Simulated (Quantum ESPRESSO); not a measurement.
Input and output of a self-consistent single point for HfRh₃ (Pm-3m, 4 atoms in the cell) (Quantum ESPRESSO).

Computed with PBEsol, PseudoDojo standard norm-conserving (PBESOL) pseudopotentials (plane waves; Quantum ESPRESSO).

```
CELL_PARAMETERS angstrom
      3.91422     0.00000     0.00000
      0.00000     3.91422     0.00000
      0.00000     0.00000     3.91422
ATOMIC_POSITIONS crystal
  Hf 0.00000 0.00000 0.00000
  Rh 0.50000 0.00000 0.50000
  Rh 0.00000 0.50000 0.50000
  Rh 0.50000 0.50000 0.00000
```

Reference input (self-consistent single point, DFT, PBEsol, plane waves, SSSP 1.1.2 efficiency (PBE) pseudopotentials): ecutwfc = 60 Ry; occupations = smearing; smearing = marzari-vanderbilt; degauss = 0.0036749 Ry; input_dft = pbesol; potentials = {Hf: Hf-sp.oncvpsp.upf, Rh: Rh_ONCV_PBE-1.0.oncvpsp.upf}; K_POINTS = automatic 11 11 11 0 0 0; conv_thr = 1e-11 Ry. This run's input differs from it in these lines:

```diff
@@ -12,3 +12,3 @@
    ntyp = 2
-   ecutwfc = 60
+   ecutwfc = 90
    occupations = 'smearing'
@@ -16,3 +16,2 @@
    degauss = 0.0036749
-   input_dft = 'pbesol'
 /
@@ -22,4 +21,4 @@
 ATOMIC_SPECIES
-Hf   178.4900  Hf-sp.oncvpsp.upf
-Rh   102.9055  Rh_ONCV_PBE-1.0.oncvpsp.upf
+Hf   178.4900  Hf.upf
+Rh   102.9055  Rh.upf
 ATOMIC_POSITIONS {crystal}
```

Output (repeated stretches shortened):

```
     Self-consistent Calculation

     iteration #  1     ecut=    90.00 Ry     beta= 0.70

     Threshold (ethr) on eigenvalues was too large:
     Diagonalizing with lowered threshold

     total energy              =    -815.90977154 Ry
     estimated scf accuracy    <       0.67896387 Ry

     iteration #  2     ecut=    90.00 Ry     beta= 0.70

     total energy              =    -815.84404017 Ry
     estimated scf accuracy    <       2.88778245 Ry

     iteration #  3     ecut=    90.00 Ry     beta= 0.70

     total energy              =    -816.27056385 Ry
     estimated scf accuracy    <       0.00498060 Ry

   [... 7 blocks of this kind left out ...]

     iteration # 11     ecut=    90.00 Ry     beta= 0.70

     total energy              =    -816.27409984 Ry
     estimated scf accuracy    <          1.1E-11 Ry

     iteration # 12     ecut=    90.00 Ry     beta= 0.70
     End of self-consistent calculation

     the Fermi energy is    20.4895 ev

!    total energy              =    -816.27409984 Ry
     estimated scf accuracy    <          1.7E-12 Ry
     smearing contrib. (-TS)   =       0.00003456 Ry
     internal energy E=F+TS    =    -816.27413440 Ry

     convergence has been achieved in  12 iterations

     Forces acting on atoms (cartesian axes, Ry/au):

     atom    1 type  1   force =     0.00000000    0.00000000    0.00000000
   [... zero for the other atoms too ...]

     Total force =     0.000000     Total SCF correction =     0.000000

          total   stress  (Ry/bohr**3)                   (kbar)     P=      -36.01
  -0.00024478   0.00000000   0.00000000          -36.01        0.00        0.00
   0.00000000  -0.00024478   0.00000000            0.00      -36.01        0.00
   0.00000000   0.00000000  -0.00024478            0.00        0.00      -36.01

   JOB DONE.
```

The run converged in 12 iterations. Against the reference run the pressure goes from -4.19 to -3.60 GPa.

The starting cell comes from a database of computed structures (which also holds hypothetical and non-ambient phases and stackings), without a prior relaxation at this level. Spin polarisation is off. With a pressure of about -4 GPa the cell is away from its equilibrium volume at this level.

Cost on one core of a shared machine: roughly 3 min.
